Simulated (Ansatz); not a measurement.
Cl on the 1x1 (100) surface of fcc Cu, one in a 2x2 cell: adsorption energies (eV for each) against ½ Cl2(g) in Ansatz (plane waves, PAW). Structures relaxed with PBE; the other functionals are single points on them, with slab and gas at the same level. No dispersion, zero-point or thermal terms. Rows are starts at which the adsorbate stayed.

Model: 17-atom slab, 5.3 Å thick at the start under the adsorbate (thin: gaps and levels are the slab's own), 6x6x1 mesh, Fermi-Dirac 0.1 eV, dipole correction, 8 atoms held, the rest relaxed; each run with such symmetry as its start has; no spin, no spin-orbit, no U, no dispersion correction.

```
site                                         PBE   RPBE  r2SCAN
-----------------------------------------  -----  -----  ------
top Cu                                     -1.53  -1.41   -1.86
hollow Cu-Cu-Cu-Cu over Cu at depth 1.8 Å  -1.96  -1.73   -2.38
bridge Cu-Cu (span 2.6 Å)                  -1.90  -1.72   -2.28
```

RPBE moves the energies by 0.18 eV on average against PBE and the two lowest sites lie within 0.02 eV at one of the levels. r2SCAN moves the energies by -0.37 eV on average against PBE and puts 'hollow Cu-Cu-Cu-Cu over Cu at depth 1.8 Å' lowest, as PBE does.

Ansatz is an electronic-structure program.
